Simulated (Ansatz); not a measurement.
The starting structures come from a database of crystals and need not be the phases stable at ambient conditions.

 Where the default PAW files enter, the runs use the earlier of Ansatz's two default sets.

Inside the gap of an insulator the Bloch states are evanescent, with a wavenumber k + iκ along the transport direction.

Data:

```yaml
crystal:
  lattice:
    - [4.30590, 0.00000, 0.00000]
    - [0.00000, 6.95305, 0.00000]
    - [2.15295, 0.00000, 3.65590]
  atoms:
    - { symbol: Mg, position: [0.66667, 0.50169, 0.66667] }
    - { symbol: Mg, position: [0.33333, 0.00169, 0.33333] }
    - { symbol: Se, position: [0.66667, 0.12331, 0.66667] }
    - { symbol: Se, position: [0.33333, 0.62331, 0.33333] }
```

Space group of this cell: Cmc2_1. The cell is strained (lengths across the current scaled by 1.02, ions clamped); by r2SCAN its mean pressure is -1.8 GPa.

Transport runs along the normal of the first two printed cell vectors.

No gap correction and no spin-orbit coupling; mid-gap values are interpolated between computed energies.

Q: Give the band gap and the smallest decay constant κ at mid-gap that r2SCAN (Ansatz, a program for electronic structure) yields.

A: Gap 3.19 eV on a 8×6×8 mesh; κ = 0.214 1/Å, at the zone centre.
